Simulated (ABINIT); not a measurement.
Input and output of a self-consistent single point for Ru3W (P6_3/mmc, 8 atoms in the cell) (ABINIT).

Computed with LDA (PW92), PAW (JTH v2.0 LDA PAW) (plane waves; ABINIT 10.0.3).

The change in words: lattice scaled by 0.98. Reference geometry:
```
Ru3W
1.0
    5.48625     0.00000     0.00000
   -2.74313     4.75124     0.00000
    0.00000     0.00000     4.36588
Ru W
6 2
Cartesian
  0.00000   1.58040   1.09147
  2.74313   3.17083   3.27441
  4.11758   0.79020   3.27441
 -1.37446   3.96103   1.09147
  1.37446   3.96103   1.09147
  1.36867   0.79020   3.27441
  0.00000   3.16749   3.27441
  2.74313   1.58374   1.09147
```

Reference input (self-consistent single point, DFT, LDA (PW92), plane waves, PAW (JTH v2.0 LDA PAW)): pseudos = [Ru.LDA_PW-JTH.xml, W.LDA_PW-JTH.xml]; ecut = 40 Ry; pawecutdg = 80 Ry; occopt = 7; tsmear = 0.00499791 Ha; ngkpt = 4 4 5; nshiftk = 1; shiftk = 0 0 0; potentials = JTH v2.0 LDA PAW; nband = 77; kptopt = 1; nstep = 80. This run's input differs from it in these lines:

```diff
@@ -5,5 +5,5 @@
 rprim
-        10.3675161991   -0.0000006067    0.0000000000
-        -5.1837575741    8.9785327059    0.0000000000
-         0.0000000000    0.0000000000    8.2503099341
+        10.1601656045   -0.0000009874    0.0000000000
+        -5.0800819472    8.7989620138    0.0000000000
+         0.0000000000    0.0000000000    8.0853028283
 natom 8
@@ -13,10 +13,10 @@
 xcart
-         0.0000001748    2.9865292331    2.0625774835
-         5.1837584502    5.9920028661    6.1877324506
-         7.7811061015    1.4932641612    6.1877324506
-        -2.5973474765    7.4852679380    2.0625774835
-         2.5973483526    7.4852676340    2.0625774835
-         2.5864102724    1.4932644652    6.1877324506
-         0.0000003503    5.9856882684    6.1877324506
-         5.1837582747    2.9928438308    2.0625774835
+         0.0000002844    2.9267985704    2.0213257071
+         5.0800833729    5.8721624560    6.0639771212
+         7.6254838329    1.4633985442    6.0639771212
+        -2.5454001756    7.3355624823    2.0213257071
+         2.5454016013    7.3355619876    2.0213257071
+         2.5346820560    1.4633990389    6.0639771212
+         0.0000005701    5.8659743468    6.0639771212
+         5.0800830873    2.9329866797    2.0213257071
 ecut 40 Ry
```

Output, abridged:

```
--- !BeginCycle
solver: {iscf: 17, nstep: 80, nline: 4, wfoptalg: 10, }
tolerances: {tolvrs: 1.00E-12, }
...

     iter   Etot(hartree)      deltaE(h)  residm     nres2
 ETOT  1  -681.47934815582    -6.815E+02 1.127E+01 1.308E+02
 ETOT  2  -714.91266094953    -3.343E+01 1.734E-01 1.356E+02
 ETOT  3  -714.41172248600     5.009E-01 2.768E-01 2.476E+01
 ETOT  4  -714.31931162191     9.241E-02 4.459E-02 4.725E+00
 ETOT  5  -714.31491917678     4.392E-03 3.955E-02 1.552E+00
   [... 6 lines left out ...]
 ETOT 12  -714.30905274701    -4.775E-11 1.475E-03 4.674E-09
 ETOT 13  -714.30905274701    -3.638E-12 1.374E-03 3.137E-10
 ETOT 14  -714.30905274701     1.592E-12 4.155E-04 1.227E-11
 ETOT 15  -714.30905274701    -6.253E-12 3.758E-04 8.092E-13
 At SCF step   15       nres2   =  8.09E-13 < tolvrs=  1.00E-12 =>converged.

 Cartesian components of stress tensor (hartree/bohr^3)
  sigma(1 1)= -2.57748398E-04  sigma(3 2)=  0.00000000E+00
  sigma(2 2)= -2.57748397E-04  sigma(3 1)=  0.00000000E+00
  sigma(3 3)= -1.51093251E-04  sigma(2 1)=  4.79992775E-13

 ----iterations are completed or convergence reached----

 reduced coordinates (array xred) for    8 atoms
       0.166315000008      0.332630000006      0.250000000000
       0.833685000008      0.667370000005      0.750000000000
       0.833685000008      0.166315000006      0.750000000000
       0.166315000008      0.833685000006      0.250000000000
       0.667370000007      0.833685000006      0.250000000000
       0.332630000008      0.166315000006      0.750000000000
   [... lines left out ...]
 Fermi (or HOMO) energy (hartree) =   0.50329   Average Vxc (hartree)=  -0.50292
 Fermi (or HOMO) energy (eV) =  13.69521   Average Vxc (eV)= -13.68510
   [... lines left out ...]
'-kT*entropy'       : -2.74458190761663E-03
total_energy        : -7.14309053889783E+02
total_energy_eV     : -1.94373378600683E+04
...

-Cartesian components of stress tensor (GPa)         [Pressure=  6.5373E+00 GPa]
- sigma(1 1)= -7.58321840E+00  sigma(3 2)=  0.00000000E+00
- sigma(2 2)= -7.58321837E+00  sigma(3 1)=  0.00000000E+00
- sigma(3 3)= -4.44531617E+00  sigma(2 1)=  1.41218726E-08

 Calculation completed.
```

The run converged in 15 iterations. 

The starting cell comes from a database of computed structures (which also holds hypothetical and non-ambient phases and stackings), without a prior relaxation at this level. Its lattice was rescaled by a random factor within 2.5 % of one. For this run, on top of that: lattice scaled by 0.98. Spin polarisation is off. With a pressure of about 7 GPa the cell is away from its equilibrium volume at this level.

These are the values that this program gave, and no reference: the one-centre exchange-correlation terms come from a truncated expansion.

Cost on one core of a shared machine: roughly 7 min.
